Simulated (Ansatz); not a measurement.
# BaTiO3: pressure series

Take BaTiO3 (space group P4mm, No. 99) as the base.

```yaml
crystal:
  lattice:
    - [3.98510, 0.00000, 0.00000]
    - [0.00000, 3.98510, 0.00000]
    - [0.00000, 0.00000, 4.20426]
  atoms:
    - { symbol: Ti, position: [0.50000, 0.50000, 0.45787] }
    - { symbol: Ba, position: [0.00000, 0.00000, 0.94066] }
    - { symbol: O, position: [0.50000, 0.50000, 0.88874] }
    - { symbol: O, position: [0.50000, 0.00000, 0.40937] }
    - { symbol: O, position: [0.00000, 0.50000, 0.40937] }
```

Cell and atoms are relaxed at each pressure.

Method: Ansatz (a quantum-chemistry and plane-wave program), PBE, PAW, cutoff 420 eV, no spin-orbit coupling, earlier PAW set.

Notes on the quantities. enthalpy: H = E + PV relative to the base's energy.

```csv
variant,smallest direct gap,enthalpy,shortest interatomic distance
base,2.39 eV,–,1.811 Å
pressure −1 GPa,2.43 eV,-0.08 eV/atom,1.804 Å
pressure 0.3 GPa,2.39 eV,+0.02 eV/atom,1.813 Å
pressure 0.7 GPa,2.37 eV,+0.06 eV/atom,1.816 Å
pressure 1.5 GPa,2.35 eV,+0.12 eV/atom,___
pressure 3 GPa,2.31 eV,+0.25 eV/atom,___
pressure 5 GPa,2.26 eV,+0.41 eV/atom,1.843 Å
pressure 7.5 GPa,___,+0.60 eV/atom,___
pressure 10 GPa,2.12 eV,+0.80 eV/atom,1.876 Å
```

Problem. Fill in the withheld entries from the trend.

Solution. 
- pressure 1.5 GPa, shortest interatomic distance: 1.821 Å
- pressure 3 GPa, shortest interatomic distance: 1.831 Å
- pressure 7.5 GPa, smallest direct gap: 2.19 eV
- pressure 7.5 GPa, shortest interatomic distance: 1.859 Å

Load acts through the strain it causes; cell and atoms are relaxed under it. No phonon test of stability was made. Competing high-pressure phases were not computed. All final runs are without spin polarisation.
